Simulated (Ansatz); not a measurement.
Pressure series in HgSe

Start from HgSe in the zinc blende structure (space group F-43m, No. 216).

```
HgSe
1.0
    0.00000     3.06666     3.06666
    3.06666     0.00000     3.06666
    3.06666     3.06666     0.00000
Se Hg
1 1
Direct
  0.25000   0.25000   0.25000
  0.00000   0.00000   0.00000
```

Cell and atoms are relaxed at each pressure.

Method: DFT with PBEsol, PAW potentials and a 420 eV plane-wave cutoff in Ansatz (a quantum-chemistry and plane-wave program), no spin-orbit coupling.

```csv
pressure (GPa),volume per atom (Å³/atom)
-2,30.121
-1,29.440
0,28.840
3,27.400
7,?
15,24.000
30,21.681
50,19.762
75,18.179
```

### Question
Fit the third-order Birch–Murnaghan form P(V) = (3B₀/2)[(V₀/V)^(7/3) − (V₀/V)^(5/3)]·[1 + (3/4)(B₀′ − 4)((V₀/V)^(2/3) − 1)] (squares taken in P) to the rows shown and predict the withheld row.

### Answer
Least squares on the printed values gives V₀ = 28.844 Å³/atom, B₀ = 52.2 GPa, B₀′ = 4.9; this predicts 25.995 Å³/atom, and the run gives 25.982 Å³/atom, 0.013 lower.

Measured bulk modulus of HgSe: 50 GPa (temperature not stated; as listed in Cormac Toher et al., Physical Review Materials (2017)); the computed value is for a static lattice, so the two differ by thermal effects too.

A case with no gap was solved on a k-mesh chosen for an insulator, which is coarse for it. Load acts through the strain it causes; cell and atoms are relaxed under it. Whether these cells are dynamically stable was not tested. Tetrahedral semiconductors of this kind turn to denser phases somewhere between about 1 and 50 GPa; those were not computed, so compressed cells here can lie past the real transition. The final runs are not spin-polarised.
